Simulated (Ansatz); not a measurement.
Effect of isotropic strain −1.20 % on CdS

The parent structure is CdS in the wurtzite structure (space group P6_3mc, No. 186; a = 4.1962 Å, c = 6.8295 Å).

It is then changed as follows: an isotropic linear strain of −1.20 %; the atoms relax in the strained cell.

The values are results of Ansatz (a program for electronic structure), PBE, PAW, cutoff 420 eV, spin-orbit coupling left out, not measurements. Settings: 9×9×5 k-points, 0.05 eV Fermi–Dirac smearing.

```tsv
quantity	base	changed	shift
volume per atom	26.04 Å³	25.11 Å³	-0.93 Å³
space group	P6_3mc (No. 186)	P6_3mc (No. 186)	–
shortest interatomic distance	2.565 Å	2.534 Å	-0.031 Å
energy relative to the base (free energy F)	0 meV/atom	+5.9 meV/atom	+5.9 meV/atom
pressure (mean of the normal stresses, compression positive)	0.00 GPa	2.09 GPa	+2.09 GPa
band gap	1.11 eV	1.20 eV	+0.085 eV
gap character	direct at Γ	direct at Γ	–
mean gap deformation potential ΔEg/Δln V	–	-2.3 eV	–
electron mass	0.12 mₑ along c, 0.13 mₑ across (at Γ)	0.12 mₑ along c, 0.13 mₑ across (at Γ)	–
valence-band top at Γ (three highest levels, from the VBM)	0.00, 0.00, -0.04 eV	0.00, 0.00, -0.04 eV	–
```

Effective masses come from finite differences of ±0.01 Å⁻¹. Stability against distortions was not tested.
